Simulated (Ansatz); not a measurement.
# GaN, response to strain

The parent structure is GaN in the wurtzite structure (space group P6_3mc, No. 186; a = 3.183 Å, c = 5.185 Å). Axes: x lies along a and z along c of the hexagonal cell.

Strains are applied to the cell and any free atomic positions relax.

Level of theory: Ansatz (an electronic-structure program) PBEsol, without spin-orbit coupling.

Notes on the quantities. energy relative to the base: free energy F.

```csv
variant,volume per atom,energy relative to the base,band gap
base,11.37 Å³,0 meV/atom,1.88 eV
uniaxial strain ε_zz = +0.60 %,11.44 Å³,+0.5 meV/atom,1.81 eV
uniaxial strain ε_zz = +1.20 %,11.51 Å³,+1.9 meV/atom,1.75 eV
uniaxial strain ε_zz = +1.80 %,11.58 Å³,+4.3 meV/atom,1.69 eV
uniaxial strain ε_zz = +2.40 %,11.64 Å³,+7.6 meV/atom,1.62 eV
uniaxial strain ε_zz = +3.00 %,11.71 Å³,+12 meV/atom,1.56 eV
```

Stability against distortions was not tested.
